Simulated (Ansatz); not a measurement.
```yaml
crystal:
  lattice:
    - [5.26961, 0.00000, 0.00000]
    - [0.00000, 5.26961, 0.00000]
    - [0.00000, 0.00000, 5.26961]
  atoms:
    - { symbol: Cs, position: [0.00000, 0.00000, 0.00000] }
    - { symbol: Pb, position: [0.50000, 0.50000, 0.50000] }
    - { symbol: Cl, position: [0.50000, 0.00000, 0.50000] }
    - { symbol: Cl, position: [0.00000, 0.50000, 0.50000] }
    - { symbol: Cl, position: [0.50000, 0.50000, 0.00000] }
```

No spin polarisation.

Computed with Ansatz (a first-principles code) PBE, no spin-orbit coupling. Γ-centred 6×6×6 mesh, Fermi–Dirac width 0.05 eV.

### Question
Predict the hole mass, gap character, width of the top valence band and electron mass.

### Answer
Hole mass: 0.078 mₑ (at R)
Gap character: direct at R
Width of the top valence band: 4.19 eV
Electron mass (degenerate bands, along [100]): 0.062, 0.65, 0.65 mₑ (at R)

With Pb present, leaving out spin-orbit coupling can change the band edges. Load acts through the strain it causes; cell and atoms are relaxed under it. Effective masses come from finite differences of ±0.01 Å⁻¹. No phonon test of stability was made. No other phases were tried under pressure. The cell was made from CsPbCl3 in the cubic perovskite structure (space group Pm-3m, No. 221) by this change: pressure 10 GPa. Many cubic perovskites are stable only at high temperature; tilts and polar distortions were not tested. This is not the structure that CsPbCl3 has at room temperature and ambient pressure.
